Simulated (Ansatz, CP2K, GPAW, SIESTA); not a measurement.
# One structure in several programs: a (101) slab of In (cut from a parent of space group no. 139; 6 atoms in the cell)

Self-consistent single point.

```yaml
crystal:
  lattice:
    - [3.30836, 0.00000, 0.00000]
    - [0.00000, 6.04606, 0.00000]
    - [0.00000, 0.00000, 21.45640]
  atoms:
    - { symbol: In, position: [0.00000, 0.95203, 0.37285] }
    - { symbol: In, position: [0.50000, 0.45203, 0.37285] }
    - { symbol: In, position: [0.00000, 0.65261, 0.50000] }
    - { symbol: In, position: [0.50000, 0.15261, 0.50000] }
    - { symbol: In, position: [0.00000, 0.35319, 0.62715] }
    - { symbol: In, position: [0.50000, 0.85319, 0.62715] }
```

Shared settings, as Ansatz (an electronic-structure program) writes them: kpoints.mp_grid.grid = 5 3 1; scf.occupations.method = fermi_dirac; scf.occupations.width = 0.1 eV. Potentials and cutoffs stand in the table.

```
code                                                                                                                       model  largest force (eV/Å)       cutoff
------  ------------------------------------------------------------------------------------------------------------------------  --------------------  -----------
SIESTA  LDA PW92, numerical atomic orbitals TZP, PseudoDojo LDA standard norm-conserving potentials (rewritten from UPF to PSML)                 0.259  grid 350 Ry
GPAW                                                               LDA (Perdew-Wang 92), GPAW PAW datasets LDA (gpaw-data 1.0.1)                 0.329       550 eV
Ansatz                                                                                       LDA (PW92), PAW files made with PBE                 0.312       420 eV
CP2K                                        LDA (Pade form), GPW, DZVP-MOLOPT-SR-GTH basis, GTH-PADE potentials (GTH_POTENTIALS)                 0.295  grid 500 Ry
```

The spread over the programs that give each value: largest force within 0.070 eV/Å.

SIESTA and CP2K use small atom-centred bases, whose incompleteness enters pressures, forces and empty levels differently from a plane-wave cutoff.

The shared mesh is coarse (it stands for a supercell whose shortest vector is 17 Å), so the values are not converged in it.

The starting cell comes from a database of computed structures (which also holds hypothetical and non-ambient phases and stackings), without a prior relaxation at this level. The slab is cut from that crystal, and its faces are unrelaxed. Its lattice was rescaled in the plane by a random factor within 2.5 % of one.

Keys are those of Ansatz 0.2.
